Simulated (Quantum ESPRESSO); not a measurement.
A self-consistent single point of Mg5Sn (P1, 6 atoms in the cell) with Quantum ESPRESSO.

Method of the run: PBEsol, GBRV 1.5 ultrasoft (PBESOL) pseudopotentials (plane waves; Quantum ESPRESSO 7.5).

```xyz
6
Lattice="5.5940 0.0000 0.0000 -2.7970 4.8445 0.0000 0.0000 0.0000 5.0301" Properties=species:S:1:pos:R:3 pbc="T T T"
Mg    -0.9371     1.6471    -0.0310
Mg     1.8557     0.0122     0.0230
Mg     1.8529     3.1978     0.0022
Mg     2.8054     1.6427     2.5068
Mg    -0.0007     3.2123     2.5583
Sn     0.0178    -0.0231     2.4857
```

Reference input (self-consistent single point, DFT, PBEsol, plane waves, GBRV 1.5 ultrasoft (PBESOL) pseudopotentials): ecutwfc = 40 Ry; ecutrho = 200 Ry; occupations = smearing; smearing = methfessel-paxton; degauss = 0.0099958 Ry; potentials = {Mg: mg_pbesol_v1.4.uspp.F.UPF, Sn: sn_pbesol_v1.4.uspp.F.UPF}; K_POINTS = automatic 4 4 4 0 0 0; conv_thr = 1e-11 Ry; mixing_beta = 0.7. This run's input differs from it in these lines:

```diff
@@ -11,4 +11,4 @@
     ntyp = 2,
-    ecutwfc = 40,
-    ecutrho = 200,
+    ecutwfc = 52,
+    ecutrho = 260,
     occupations = 'smearing',
```

Log, with long lists cut:

```
     Self-consistent Calculation

     iteration #  1     ecut=    52.00 Ry     beta= 0.70

     total energy              =    -784.13039205 Ry
     estimated scf accuracy    <       1.55085001 Ry

     iteration #  2     ecut=    52.00 Ry     beta= 0.70

     total energy              =    -784.51007110 Ry
     estimated scf accuracy    <       0.07207733 Ry

     iteration #  3     ecut=    52.00 Ry     beta= 0.70

     total energy              =    -784.51751541 Ry
     estimated scf accuracy    <       0.00708906 Ry

   [... 7 blocks of this kind left out ...]

     iteration # 11     ecut=    52.00 Ry     beta= 0.70

     total energy              =    -784.51951612 Ry
     estimated scf accuracy    <          1.2E-11 Ry

     iteration # 12     ecut=    52.00 Ry     beta= 0.70
     End of self-consistent calculation

     the Fermi energy is     6.9621 ev

!    total energy              =    -784.51951612 Ry
     estimated scf accuracy    <          1.9E-12 Ry
     smearing contrib. (-TS)   =      -0.00134658 Ry
     internal energy E=F+TS    =    -784.51816954 Ry

     convergence has been achieved in  12 iterations

     Forces acting on atoms (cartesian axes, Ry/au):

     atom    1 type  1   force =     0.00017881   -0.00521177    0.00419587
     atom    2 type  1   force =     0.00066205   -0.00084828   -0.00284093
     atom    3 type  1   force =     0.00054441    0.00495759   -0.00007317
     atom    4 type  1   force =     0.00017710   -0.00380894    0.00052674
     atom    5 type  1   force =     0.00095179    0.00227907   -0.00462372
     atom    6 type  2   force =    -0.00251415    0.00263234    0.00281521

     Total force =     0.011932     Total SCF correction =     0.000003

          total   stress  (Ry/bohr**3)                   (kbar)     P=       -3.85
  -0.00007570   0.00000108   0.00000271          -11.14        0.16        0.40
   0.00000108  -0.00005143  -0.00000402            0.16       -7.57       -0.59
   0.00000271  -0.00000402   0.00004858            0.40       -0.59        7.15

   JOB DONE.
```

The run converged in 12 iterations. Against the reference run the free energy drops by 20.8 meV/atom, the pressure goes from 0.03 to -0.39 GPa and the largest force stays at 0.172 eV/Å.

The starting cell comes from a database of computed structures (which also holds hypothetical and non-ambient phases and stackings), without a prior relaxation at this level. Its atoms were displaced at random from the sites of space group no. 189.

Cost on one core of a shared machine: roughly 3 min.
